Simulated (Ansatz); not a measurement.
The starting structures come from a database of crystals and need not be the phases stable at ambient conditions.

 Where the default PAW files enter, the runs use the earlier of Ansatz's two default sets.

By PBEsol, the system below comes out a metal.

The ballistic (Sharvin) conductance counts the channels at the Fermi level: G/A = (e²/h) × channels of both spins per area.

Consider the following.

```
Cr3Ge
1.0
    4.64038     0.00000     0.00000
    0.00000     4.64038     0.00000
    0.00000     0.00000     4.64038
Cr Ge
6 2
Direct
  0.75000   0.00000   0.50000
  0.25000   0.00000   0.50000
  0.50000   0.25000   0.00000
  0.50000   0.75000   0.00000
  0.00000   0.50000   0.75000
  0.00000   0.50000   0.25000
  0.00000   0.00000   0.00000
  0.50000   0.50000   0.50000
```

Space group of this cell: Pm-3n, A15 (Cr3Si type). The cell is strained (all lengths scaled by 1.02); by PBEsol its mean pressure is -15.7 GPa.

The current flows along the normal of the first two printed cell vectors, the (001) plane of the conventional cell. No spin-orbit coupling; the value is a mean over 0.1 eV about the Fermi level.

**Question.** Give the ballistic conductance per area that PBEsol run with Ansatz (an electronic-structure program) yields.

**Answer.** 0.90 × 10¹⁵ S/m² for both spins.
